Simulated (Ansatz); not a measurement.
Results of LDA in Ansatz (PAW) for VIr3 (P6₃/mmc, No. 194, 8 atoms in the cell; start mp-865496).

Settings: plane-wave cutoff 520 eV, 12×12×14 k mesh (along the axes of the cell as run), Fermi–Dirac smearing 0.05 eV, no spin polarisation, scalar-relativistic PAW data made under PBE.

Cell (relaxed at this level):

```yaml
crystal:
  lattice:
    - [5.37113, 0.00000, 0.00000]
    - [-2.68556, 4.65153, 0.00000]
    - [0.00000, 0.00000, 4.28423]
  atoms:
    - { symbol: V, position: [0.33333, 0.66667, 0.75000] }
    - { symbol: V, position: [0.66667, 0.33333, 0.25000] }
    - { symbol: Ir, position: [0.16760, 0.33520, 0.25000] }
    - { symbol: Ir, position: [0.83240, 0.66480, 0.75000] }
    - { symbol: Ir, position: [0.83240, 0.16760, 0.75000] }
    - { symbol: Ir, position: [0.16760, 0.83240, 0.25000] }
    - { symbol: Ir, position: [0.66480, 0.83240, 0.25000] }
    - { symbol: Ir, position: [0.33520, 0.16760, 0.75000] }
```

Q: Predict the bulk modulus B0.

A: 
bulk modulus B0: 373 GPa

Note: the run has no spin polarisation, so it can have missed a magnetic state; the bulk modulus is −V dP/dV from two relaxed cells at ±2 % in volume; the relaxation could not lower the start's symmetry, so the cell can be a saddle point above a distorted one.

Spin–orbit coupling is not included.

The computed numbers hold no vibrational or temperature effects.

A start named mp-… is a Materials Project structure, which need not be a measured phase.

Ansatz is a program for electronic structure.
